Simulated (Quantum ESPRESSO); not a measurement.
A working Quantum ESPRESSO input for ZnCu2SnS4 (I-4, 8 atoms in the cell) (DFT, PBE, plane waves, PSlibrary ultrasoft (PBE) pseudopotentials):

```fortran
&CONTROL
    calculation = 'scf'
    outdir = './tmp'
    pseudo_dir = './'
    tprnfor = .true.
    tstress = .true.
/
&SYSTEM
    ibrav = 0
    nat = 8
    ntyp = 4
    ecutwfc = 55
    ecutrho = 330
    occupations = 'smearing'
    smearing = 'gauss'
    degauss = 0.0073499
/
&ELECTRONS
    conv_thr = 1.0d-10
    mixing_beta = 0.5
/
ATOMIC_SPECIES
Zn    65.3800  Zn.pbe-dn-rrkjus_psl.1.0.0.UPF
Cu    63.5460  Cu.pbe-dn-rrkjus_psl.1.0.0.UPF
Sn   118.7100  Sn.pbe-dn-rrkjus_psl.1.0.0.UPF
S     32.0600  S.pbe-n-rrkjus_psl.1.0.0.UPF
ATOMIC_POSITIONS {crystal}
Zn    0.7500000000    0.2500000000    0.5000000000
Cu    0.0000000000    0.0000000000    0.0000000000
Cu    0.2500000000    0.7500000000    0.5000000000
Sn    0.5000000000    0.5000000000    0.0000000000
S     0.3643200000    0.3712400000    0.4775800000
S     0.6287600000    0.1063400000    0.9930800000
S     0.8936600000    0.8867400000    0.5224200000
S     0.1132600000    0.6356800000    0.0069200000
K_POINTS {automatic}
4 4 4  1 1 1
CELL_PARAMETERS {bohr}
  -5.0470616364     5.0470616364    10.0958391441
   5.0470616364    -5.0470616364    10.0958391441
   5.0470616364     5.0470616364   -10.0958391441
```

The run converged in 13 iterations: free energy E − TS -8719.3854 eV; top of the valence band (on the code's own zero) 8.03 eV; gap on the k-point mesh 0.97 eV; pressure 5.60 GPa; largest force (vector length) 0.317 eV/Å. Each of these slips is then made, one at a time:

(1)
```diff
-    degauss = 0.0073499
```

(2)
```diff
+    electron_maxstep = 3
```

Question: Predict the outcome of each change.

Answer: 
(1) Smearing without a width. The program stopped before any SCF iteration.
```
Error in routine  set_occupations (1):
smearing requires a value for gaussian broadening (degauss)
```

(2) An iteration limit that is too low. The run ended unconverged after 3 iterations.

The starting cell comes from a database of computed structures (which also holds hypothetical and non-ambient phases and stackings), without a prior relaxation at this level. Its lattice was rescaled by a random factor within 2.5 % of one. In the base run, with a pressure of about 6 GPa the cell is away from its equilibrium volume at this level. The shifted mesh does not hold Γ, so a gap read on it misses any band edge there.

Left out of this page: 2 runs of the series outside the window shown, repeating another row's setting, or not comparable; 1 run of the series held back from this collection.
